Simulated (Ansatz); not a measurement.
**Rutile MgH₂**

Method: LDA in Ansatz (plane waves, PAW).

Numerical settings: plane-wave cutoff 520 eV, 8×8×12 k mesh (along the axes of the cell as run), Fermi–Dirac smearing 0.01 eV, scalar-relativistic PAW data made under PBE.

Cell: measured lattice: a = b = 4.5010 Å, c = 3.0100 Å, α = β = γ = 90.00°.

```yaml
band_gap: 3.36 eV (indirect)
smallest_direct_gap_on_the_k_points_sampled: 4.23 eV
direct gap at Γ: 4.93 eV
```

Note: cell and atoms aren't relaxed at this level (largest force component 0.04 eV/Å, pressure -2.2 GPa).

Computed values are for the static lattice.

The result took very roughly 15 core-seconds.

Ansatz is a first-principles code.
